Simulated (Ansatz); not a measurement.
# Point defect C on the Si site (C_Si) in beta Si3N4

Calculation: PBE, PAW (plane waves to 420 eV; Ansatz, a first-principles code). The supercell holds 84 host sites (1×1×3 repeats of the unit cell), with a 2×2×2 shifted k-point sampling for the final energies. Site at the start: the Si(1,4-fold) site. Energies of charged states are corrected for periodic images (point charge plus alignment at distant sites). Dielectric constants: PBE linear response of the host. Host gap at this level: 4.25 eV. A cell of this size leaves errors of a few tenths of an eV. Levels are measured in PBE's own, too narrow, gap. Spin–orbit coupling is left out. Each state is the lowest found from its start.

Formation energies E_f are given with the Fermi level at the valence-band maximum. Chemical conditions: Si-rich (Δμ(Si) = 0.00 eV, Δμ(C) = -0.41 eV, bounded by 6H silicon carbide; only phases computed here count, gases as isolated molecules at 0 K). Reference phases: C: graphite, Si: silicon.

```
charge         moment (μB)  largest move off a lattice site (Å)  image correction with alignment (eV)  E_f, Si-rich (eV)
------  ------------------  -----------------------------------  ------------------------------------  -----------------
+1*                    1.0                                 0.21                                     –                  –
0       not spin-polarised                                 0.21                                  0.00               6.04
−1†                    1.0                                 0.36                                  0.31                  –
```

* At this level the carrier isn't localised at the defect: at charge +1 holes occupy the valence band. Such a state is shallow or no state of the defect, and this cell gives it no level.

† Not settled in this cell, so no level is given: charge −1: carriers not clearly localised.

Flagged in the runs: a doubtful potential alignment, a host whose relaxation on this sampling wasn't shown to rest, a strain field that reaches the edge of the cell.

All states together cost very roughly 2.1 core-hours.
